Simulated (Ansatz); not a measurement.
A hypothetical phase is included: elements placed on a structure type, which no database files for this compound.

By PBEsol, the system below comes out a metal.

Input:

```yaml
crystal:
  lattice:
    - [3.95575, 0.00000, 0.00000]
    - [-1.97787, 3.42578, 0.00000]
    - [1.97787, 1.14193, 3.22985]
  atoms:
    - { symbol: Mo, position: [0.50000, 0.25000, 0.25000] }
    - { symbol: Mo, position: [0.00000, 0.50000, 0.50000] }
```

The cell was relaxed by PBE-D3(BJ); by PBEsol it stands under a pressure of 1.0 GPa.

The current flows along the normal of the first two printed cell vectors, the (111) plane of the conventional cell. No spin-orbit coupling; the value is a mean over 0.1 eV about the Fermi level.

### Question
State the ballistic conductance per area according to PBEsol run with Ansatz (a program for electronic structure).

### Answer
0.93 × 10¹⁵ S/m² for both spins.
